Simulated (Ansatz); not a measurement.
The starting structures come from a database of crystals and need not be the phases stable at ambient conditions.

 Where the default PAW files enter, the runs use the earlier of Ansatz's two default sets.

The decay constant κ of evanescent states in the gap governs leakage through a thin film.

Input:

```yaml
crystal:
  lattice:
    - [5.15352, 0.00000, 0.00000]
    - [2.43759, 4.54059, 0.00000]
    - [0.44268, 0.26479, 9.00212]
  atoms:
    - { symbol: Cs, position: [0.00000, 0.00000, 0.50000] }
    - { symbol: Ta, position: [0.00000, 0.00000, 0.00000] }
    - { symbol: P, position: [0.35507, 0.35507, 0.80818] }
    - { symbol: P, position: [0.64493, 0.64493, 0.19182] }
    - { symbol: O, position: [0.20864, 0.20864, 0.91516] }
    - { symbol: O, position: [0.79136, 0.79136, 0.08484] }
    - { symbol: O, position: [0.78801, 0.31477, 0.14588] }
    - { symbol: O, position: [0.21199, 0.68523, 0.85412] }
    - { symbol: O, position: [0.68523, 0.21199, 0.85412] }
    - { symbol: O, position: [0.31477, 0.78801, 0.14588] }
    - { symbol: O, position: [0.67612, 0.67612, 0.35245] }
    - { symbol: O, position: [0.32388, 0.32388, 0.64755] }
```

Space group of this cell: C2/m. The cell is taken as given; by r2SCAN its mean pressure is -3.7 GPa.

Transport runs along the normal of the first two printed cell vectors.

No gap correction and no spin-orbit coupling; mid-gap values are interpolated between computed energies.

Problem. State the band gap and the smallest decay constant κ at mid-gap according to r2SCAN in Ansatz (a first-principles code).

Solution. Gap 3.86 eV on a 8×8×4 mesh; κ = 0.510 1/Å, at the zone centre.
